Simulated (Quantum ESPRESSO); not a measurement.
Quantum ESPRESSO run on NbGaCu (Amm2, 12 atoms in the cell): self-consistent single point.

Level of theory: LDA (PZ), GBRV 1.5 ultrasoft (LDA) pseudopotentials (plane waves; Quantum ESPRESSO).

```
CELL_PARAMETERS angstrom
      7.92829     0.00000     0.00000
      0.00000     2.52367     4.38323
      0.00000    -2.52367     4.38323
ATOMIC_POSITIONS crystal
  Nb 0.81821 0.66621 0.66621
  Nb 0.18179 0.66621 0.66621
  Nb 0.68514 0.33445 0.33445
  Nb 0.31486 0.33445 0.33445
  Ga 0.00000 0.17115 0.17115
  Ga 0.50000 0.82988 0.34148
  Ga 0.50000 0.34148 0.82988
  Ga 0.50000 0.82906 0.82906
  Cu 0.75122 0.99907 0.99907
  Cu 0.24878 0.99907 0.99907
  Cu 0.00000 0.17004 0.65878
  Cu 0.00000 0.65878 0.17004
```

Reference input (self-consistent single point, DFT, LDA (PZ), plane waves, GBRV 1.5 ultrasoft (LDA) pseudopotentials): ecutwfc = 50 Ry; ecutrho = 400 Ry; occupations = smearing; smearing = methfessel-paxton; degauss = 0.0073499 Ry; potentials = {Nb: nb_lda_v1.uspp.F.UPF, Ga: ga_lda_v1.4.uspp.F.UPF, Cu: cu_lda_v1.2.uspp.F.UPF}; K_POINTS = automatic 3 4 4 0 0 0; conv_thr = 1e-10 Ry. This run's input differs from it in these lines:

```diff
@@ -15,4 +15,4 @@
  occupations = 'smearing',
- smearing = 'methfessel-paxton',
- degauss = 0.0073499,
+ smearing = 'fermi-dirac',
+ degauss = 0.0036749,
 /
```

The program printed (abridged):

```
     Self-consistent Calculation

     iteration #  1     ecut=    50.00 Ry     beta= 0.70

     total energy              =   -3732.20217249 Ry
     estimated scf accuracy    <      24.84049504 Ry

     iteration #  2     ecut=    50.00 Ry     beta= 0.70

     total energy              =   -3734.62552052 Ry
     estimated scf accuracy    <      53.96276097 Ry

     iteration #  3     ecut=    50.00 Ry     beta= 0.70

     total energy              =   -3739.09473653 Ry
     estimated scf accuracy    <      83.14582338 Ry

   [... 15 blocks of this kind left out ...]

     iteration # 19     ecut=    50.00 Ry     beta= 0.70

     total energy              =   -3746.67494500 Ry
     estimated scf accuracy    <          2.6E-10 Ry

     iteration # 20     ecut=    50.00 Ry     beta= 0.70
     End of self-consistent calculation

   [... 13 lines left out ...]

   [... 13 lines left out ...]

     the Fermi energy is    16.4119 ev

!    total energy              =   -3746.67494500 Ry
     estimated scf accuracy    <          5.8E-12 Ry
     smearing contrib. (-TS)   =      -0.00447492 Ry
     internal energy E=F+TS    =   -3746.67047007 Ry

     convergence has been achieved in  20 iterations

     Forces acting on atoms (cartesian axes, Ry/au):

     atom    1 type  1   force =     0.00985727    0.00000000    0.00113522
     atom    2 type  1   force =    -0.00985727    0.00000000    0.00113522
     atom    3 type  1   force =     0.00382797   -0.00000000   -0.00065831
     atom    4 type  1   force =    -0.00382797    0.00000000   -0.00065831
   [... lines left out ...]

     Total force =     0.016970     Total SCF correction =     0.000013

          total   stress  (Ry/bohr**3)                   (kbar)     P=     -106.49
  -0.00077634   0.00000000   0.00000000         -114.20        0.00        0.00
   0.00000000  -0.00069303  -0.00000000            0.00     -101.95       -0.00
   0.00000000   0.00000000  -0.00070231            0.00        0.00     -103.31

   JOB DONE.
```

The run converged in 20 iterations. Against the reference run the free energy goes down by 2.7 meV/atom, the pressure moves little (-10.67 to -10.65 GPa) and the largest force goes from 0.274 to 0.255 eV/Å.

The starting cell comes from a database of computed structures (which also holds hypothetical and non-ambient phases and stackings), without a prior relaxation at this level. Spin polarisation is off. With a pressure of about -11 GPa the cell is away from its equilibrium volume at this level.

Cost on one core of a shared machine: roughly 9 min.
